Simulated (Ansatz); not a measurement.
## BN: response to strain

Consider BN in the zinc blende structure (space group F-43m, No. 216).

```yaml
crystal:
  lattice:
    - [0.00000, 1.81234, 1.81234]
    - [1.81234, 0.00000, 1.81234]
    - [1.81234, 1.81234, 0.00000]
  atoms:
    - { symbol: B, position: [0.00000, 0.00000, 0.00000] }
    - { symbol: N, position: [0.25000, 0.25000, 0.25000] }
```

Strains are applied to the cell and any free atomic positions relax.

Method: PBE, PAW, 420 eV (Ansatz, an electronic-structure program; scalar-relativistic without spin-orbit coupling).

Notes on the quantities. energy relative to the base: free energy F.

| isotropic strain (%) | energy relative to the base (meV/atom) |
|---|---|
| -2.5 | 41.5 |
| -2 | 26.2 |
| -1.5 | 14.5 |
| 0 | 0.0 |
| 0.5 | 1.5 |
| 1 | 6.0 |
| 1.5 | ? |
| 2 | 23.5 |
| 3 | 51.5 |

### Question
Fit ΔE = Aε² + Bε³ (ε in %) to the rows shown and predict the withheld row.

### Answer
Least squares on the printed values gives A = 6.22 and B = -0.17 meV/atom (largest residual 0.1 meV/atom); this predicts 13.4 meV/atom, and the run gives 13.4 meV/atom, in agreement.

No phonon test of stability was made.
